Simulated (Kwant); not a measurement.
Device: wire with a side stub in a GaN two-dimensional gas. Effective mass 0.22 mₑ, grid spacing 2.7 nm, hard walls, nominal width 80 nm (29 grid rows, so walls 81 nm apart), one parabolic valley, scattering region 240 nm long along x; energies count from the band bottom; Fermi energy swept from 0.00021365 to 0.0025371 eV. Closed stub on one side, 61 nm wide and 100 nm deep.

Constants are typed, rounded textbook-type inputs, not results; the design itself was drawn at random and stands for no fabricated device.

Computed with Kwant: effective-mass tight-binding model on a square grid, one spin, coherent transport at 0 K. Conductance is in e²/h.

How many channels do the leads carry at E = 0.838, 1.56, 1.89 meV?

The hard-wall thresholds are n² ħ²π²/(2mW²) = n² × 0.261 meV with W = 81 nm. √(0.838/0.261) = 1.79, so 1. √(1.56/0.261) = 2.45, so 2. √(1.89/0.261) = 2.70, so 2.
